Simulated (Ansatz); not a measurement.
**Ge: pressure series**

Start from Ge in the diamond structure (space group Fd-3m, No. 227).

```cif
data_Ge8
_chemical_formula_sum 'Ge8'
_space_group_name_H-M_alt 'Fd-3m :1'
_space_group_IT_number 227
_space_group_name_Hall 'F 4d 2 3 -1d'
_cell_length_a 5.67439
_cell_length_b 5.67439
_cell_length_c 5.67439
_cell_angle_alpha 90.000
_cell_angle_beta 90.000
_cell_angle_gamma 90.000
loop_
_atom_site_label
_atom_site_type_symbol
_atom_site_symmetry_multiplicity
_atom_site_Wyckoff_symbol
_atom_site_fract_x
_atom_site_fract_y
_atom_site_fract_z
_atom_site_occupancy
Ge1 Ge 8 b 0.50000 0.50000 0.50000 1
```
(The calculation used a cell of 2 atoms; values per cell refer to that cell.)

Cell and atoms are relaxed at each pressure.

Level of theory: Ansatz (a program for electronic structure), r2SCAN, PAW, cutoff 500 eV, no spin-orbit coupling.

Notes on the quantities. enthalpy: H = E + PV relative to the base's energy.

```csv
change,enthalpy,lattice parameter a,band gap
base,–,5.674 Å,0.36 eV
pressure −2 GPa,-0.29 eV/atom,5.733 Å,0.06 eV
pressure −1 GPa,-0.14 eV/atom,5.702 Å,0.22 eV
pressure 0.9 GPa,+0.13 eV/atom,5.651 Å,0.48 eV
pressure 2.1 GPa,+0.30 eV/atom,5.623 Å,0.53 eV
pressure 4.5 GPa,+0.62 eV/atom,5.571 Å,0.63 eV
pressure 9 GPa,+1.22 eV/atom,5.489 Å,0.65 eV
pressure 15 GPa,+1.97 eV/atom,5.401 Å,0.57 eV
pressure 22.5 GPa,+2.87 eV/atom,5.311 Å,0.47 eV
pressure 30 GPa,+3.73 eV/atom,5.237 Å,0.38 eV
```

Load acts through the strain it causes; cell and atoms are relaxed under it. No phonon test of stability was made. Measured, Ge leaves this structure (for the β-tin structure) near 10.6 GPa (room temperature; as listed in arXiv:1906.07825). A zero or small gap of Ge under pressure −2 GPa and Ge under pressure −1 GPa can be the functional's error rather than a property of the material.
